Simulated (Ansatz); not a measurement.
Cubic perovskite KMgF₃ was calculated with r²SCAN (Ansatz, an electronic-structure program, plane waves, PAW).

Numerical settings: plane-wave cutoff 600 eV, 6×6×6 k mesh, scalar-relativistic PAW data made under PBE.

Cell (relaxed at this level):

```xyz
5
Lattice="3.9805 0.0000 0.0000 0.0000 3.9805 0.0000 0.0000 0.0000 3.9805" Properties=species:S:1:pos:R:3 pbc="T T T"
K      0.0000     0.0000     0.0000
Mg     1.9903     1.9903     1.9903
F      1.9903     0.0000     1.9903
F      0.0000     1.9903     1.9903
F      1.9903     1.9903     0.0000
```

Question: Estimate the Voigt–Reuss–Hill bulk modulus, elastic constant C12, polycrystal shear modulus (Hill average), elastic constant C11, Poisson ratio and elastic constant C44 that the calculation returns.

Answer: 
Voigt–Reuss–Hill bulk modulus: 78.1 GPa
elastic constant C12: 42.6 GPa
polycrystal shear modulus (Hill average): 51.5 GPa
elastic constant C11: 149 GPa
Poisson ratio: 0.230
elastic constant C44: 50.3 GPa

Measured, for comparison: elastic constant C12 43.6 ± 0.2 GPa (temperature not stated, no zero-point or thermal correction, our sources range from 39.6 to 43.6; as tabulated in Vaitheeswaran et al. (2007), arXiv:cond-mat/0703621); elastic constant C11 138 ± 0.2 GPa (temperature not stated, no zero-point or thermal correction, our sources range from 132 to 138; as tabulated in Vaitheeswaran et al. (2007), arXiv:cond-mat/0703621); elastic constant C44 49.8 ± 0.08 GPa (temperature not stated, no zero-point or thermal correction, our sources range from 48.5 to 49.8; as tabulated in Vaitheeswaran et al. (2007), arXiv:cond-mat/0703621). Computed (rounded) less measured: elastic constant C12 -2 % (inside the range of the sources held), elastic constant C11 +8 % (+8 % to +13 % over the range), elastic constant C44 +1 % (+1 % to +4 % over the range). A static lattice is as a rule a little smaller and stiffer than an uncorrected measurement, which narrows the difference in the elastic constant C11, elastic constant C44 and would widen misses of the other sign.

Elastic constants are with the ions relaxed.

Computed values are for the static lattice.

Computing time: around 90 core-seconds (rough).
